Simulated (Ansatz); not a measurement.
We consider GeSe (model structure, within 0.1 Å of Fm-3m, No. 225, 4 atoms in the cell), described by PBEsol (Ansatz, an electronic-structure program, plane waves, PAW).

Numerical settings: plane-wave cutoff 500 eV, 10×10×6 k mesh (along the axes of the cell as run), Fermi–Dirac smearing 0.05 eV, scalar-relativistic PAW data made under PBE.

Cell (relaxed at this level):

Space group Fm-3m (No. 225); a = b = c = 5.561 Å, α = β = γ = 90.00°

```json
[
 {"atom": "Ge", "site": "4b", "symmetry": "m-3m", "x": "0.5000", "y": "0.5000", "z": "0.5000"},
 {"atom": "Se", "site": "4a", "symmetry": "m-3m", "x": "0.0000", "y": "0.0000", "z": "0.0000"}
]
```
(The calculation used a cell of 4 atoms; values per cell refer to that cell.)

Q: Give the computed band gap.

A: 
band gap: 0.27 eV (on the SCF k mesh)

Spin–orbit coupling is not included.

Cost on a shared machine: about 6 core-minutes (a rough figure).

A model structure was made by putting elements into a prototype or built by hand; it is no filed structure, need not be a known phase, and can be a saddle point held by its symmetry.
